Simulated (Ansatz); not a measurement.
Start from CdSe in the wurtzite structure (space group P6_3mc, No. 186; a = 4.3827 Å, c = 7.1545 Å).

Now apply this change: a hydrostatic pressure of 18 GPa.

Levels (all Ansatz, a program for electronic structure, PAW): PBE (420 eV, without spin-orbit coupling); r2SCAN (500 eV, no spin-orbit coupling).

The geometry is relaxed with PBE.

| Item | Value |
|---|---|
| PBE band gap | 0.95 eV |
| PBE electron mass | 0.082 mₑ along c, 0.090 mₑ across (at Γ) |
| PBE width of the top valence band | 2.35 eV |

With r2SCAN at the same geometry, the band gap goes up by 0.52 eV to 1.47 eV; the electron mass becomes 0.10 mₑ along c, 0.12 mₑ across (at Γ) (PBE: 0.082 mₑ along c, 0.090 mₑ across (at Γ)); the width of the top valence band increases by 0.033 eV (2.35 eV → 2.39 eV).

Single points use the geometry relaxed with PBE. Their cutoffs differ, which shifts pressures a little. Load acts through the strain it causes; cell and atoms are relaxed under it. Masses are band curvatures over ±0.01 Å⁻¹ around the edge. Stability against distortions was not tested. Measured, CdSe leaves this structure (for rock salt) near 2.72 GPa (temperature not stated; as listed in Datta, Sujoy, Jana, Debnarayan, arXiv (2020)), on rising pressure, with hysteresis.
